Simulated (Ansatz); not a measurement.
Band structure of LuGa₅Co (P4/mmm, 7 atoms in the cell).

```xyz
7
Lattice="4.2053 0.0000 0.0000 0.0000 4.2053 0.0000 0.0000 0.0000 6.7510" Properties=species:S:1:pos:R:3 pbc="T T T"
Lu     0.0000     0.0000     0.0000
Ga     0.0000     2.1027     2.0775
Ga     0.0000     2.1027     4.6735
Ga     2.1027     0.0000     2.0775
Ga     2.1027     0.0000     4.6735
Ga     2.1027     2.1027     0.0000
Co     0.0000     0.0000     3.3755
```

Method of the run: PBEsol, PAW files made with PBE (plane waves; Ansatz, a first-principles code).

Settings: basis.ecutwfc = 30.9 Ry; kpoints.mp_grid.grid = 5 5 3; hamiltonian.xc = pbesol; hamiltonian.pseudopotentials = {kind: paw} (the program's default PAW files); scf.occupations.method = fermi_dirac; scf.occupations.width = 0.0073 Ry; kpoints.band_path.npoints = 8.

The starting cell comes from a database of computed structures (which also holds hypothetical and non-ambient phases and stackings), without a prior relaxation at this level. Spin-orbit coupling is off. Spin polarisation is off.

Levels in eV from the Fermi level, bands 50 to 57:
| point | 50 | 51 | 52 | 53 | 54 | 55 | 56 | 57 |
|---|---|---|---|---|---|---|---|---|
| Γ | -1.93 | -1.36 | -0.64 | 0.65 | 0.65 | 1.13 | 1.51 | 1.63 |
| X | -1.43 | -1.30 | -0.92 | 0.16 | 0.99 | 1.40 | 1.68 | 2.41 |
| M | -2.58 | -2.41 | -1.67 | -1.33 | -0.93 | -0.93 | 0.19 | 1.89 |
| Z | -2.19 | -1.36 | -0.95 | 0.13 | 0.13 | 0.19 | 2.22 | 2.67 |
| R | -1.76 | -1.49 | -1.25 | -0.70 | 0.18 | 0.40 | 1.33 | 2.09 |
| A | -1.56 | -1.56 | -1.27 | -1.09 | -1.09 | -0.93 | 0.90 | 2.42 |

Bands cross the Fermi level along this path, so the cell is metallic at this level.

Keys are those of Ansatz 0.2.
